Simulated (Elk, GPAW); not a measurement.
An Elk input for a self-consistent single point of Pt (Fm-3m, 1 atom in the cell) (DFT, PBEsol, all-electron FP-LAPW, Elk's shipped species files, APW+lo basis with extra local orbitals):

```
tasks
  0

xctype
  22

rgkmax
  7.5

gmaxvr
  16.0

nxlo
  2

lorbcnd
  .true.

rmtscf
  0.88

lmaxi
  2

stype
  0

swidth
  0.00499791

maxscl
  100

scale
  1.889726125

avec
    0.0000000000    1.9600000000    1.9600000000
    1.9600000000    0.0000000000    1.9600000000
    1.9600000000    1.9600000000    0.0000000000

sppath
  './'

atoms
  1
  'Pt.in'
  1
  0.0000000000  0.0000000000  0.0000000000    0.0 0.0 0.0

ngridk
  12 12 12
```

**Question.** Translate this input to GPAW.

**Answer.** This is the input that was run; spellings and numerical settings could be chosen otherwise.

```python
from ase import Atoms
from ase.units import GPa
from gpaw import GPAW, PW

atoms = Atoms(['Pt'],
              cell=[[0.000000, 1.960000, 1.960000],
                    [1.960000, 0.000000, 1.960000],
                    [1.960000, 1.960000, 0.000000]],
              scaled_positions=[[0.000000, 0.000000, 0.000000]],
              pbc=True)

calc = GPAW(mode=PW(600),
            xc='PBEsol',
            kpts={'size': (12, 12, 12), 'gamma': True},
            occupations={'name': 'methfessel-paxton', 'width': 0.136, 'order': 0},
            nbands=-7,
            convergence={'density': 1e-05},
            symmetry={'symmorphic': False, 'tolerance': 0.0005},
            maxiter=120)

atoms.calc = calc

energy = atoms.get_potential_energy()
print('Energy (eV):', round(energy, 6))
forces = atoms.get_forces()
print('Forces (eV/Ang):')
print(forces.round(5))
stress = atoms.get_stress()
print('Stress (GPa, Voigt):', (stress / GPa).round(4))
```

Basis, cutoffs, solver keys and any potentials are the target program's own. This input uses DFT PBEsol, plane waves, GPAW PAW datasets PBEsol (made by gpaw-setup).

The starting cell has typed, rounded lattice constants, without a prior relaxation at this level.
